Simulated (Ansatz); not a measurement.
The starting structures come from a database of crystals and need not be the phases stable at ambient conditions.

Given:

```
CaO3Se
1.0
    6.39345     0.00000     0.00000
    0.00000     6.80623     0.00000
   -1.46698     0.00000     6.53176
Ca Se O
4 4 12
Cartesian
  1.57436   0.87338   0.81000
  3.35211   5.93285   5.72176
  0.88887   4.27649   2.45588
  4.03759   2.52974   4.07588
  0.33061   4.51076   5.90347
  4.59586   2.29547   0.62829
  0.66565   1.10765   3.89417
  4.26082   5.69858   2.63759
 -0.46023   3.96592   4.49477
  5.38670   2.84031   2.03699
  1.45648   0.56281   5.30288
  3.46999   6.24342   1.22889
  1.82263   2.13545   3.13400
  3.10384   4.67078   3.39776
  0.64061   5.53857   0.13188
  4.28586   1.26766   6.39988
  0.76027   6.61681   2.80245
  4.16620   0.18942   3.72931
  1.70296   3.21370   0.46343
  3.22351   3.59253   6.06833
```

Space group of this cell: P2_1/c. The cell is taken as given; by r2SCAN its mean pressure is -0.8 GPa.

Transport runs along the normal of the first two printed cell vectors.

The gap is the functional's own. No spin-orbit coupling. Mid-gap values are interpolated on the energy grid.

Q: Compute, with Ansatz (an electronic-structure program) with r2SCAN, the band gap and the smallest decay constant κ at mid-gap.

A: Gap 4.80 eV on a 6×6×6 mesh; κ = 0.472 1/Å, at (0.000, 0.500) of the in-plane reciprocal vectors. At the zone centre, at the nearest computed energy, the slowest state has κ = 0.50 1/Å.
